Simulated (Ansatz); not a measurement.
**LuBi in the rock salt structure (space group Fm-3m, No. 225; a cell from a computed database, its experimental status unchecked)**

```xyz
2
Lattice="0.0000 3.0665 3.0665 3.0665 0.0000 3.0665 3.0665 3.0665 0.0000" Properties=species:S:1:pos:R:3 pbc="T T T"
Lu     3.0665     3.0665     3.0665
Bi     0.0000     0.0000     0.0000
```

Level of theory: PBEsol (Ansatz, a quantum-chemistry and plane-wave program, PAW, no spin-orbit coupling). Γ-centred 13×13×13 mesh, Fermi–Dirac width 0.05 eV.

| Item | Result |
|---|---|
| Volume per atom | 28.84 Å³ |
| Density | 11.06 g/cm³ |
| Band gap | zero |
| Total energy | -13427.501 eV/atom (σ→0; compares only within this code and set-up) |

No phonon test of stability was made.
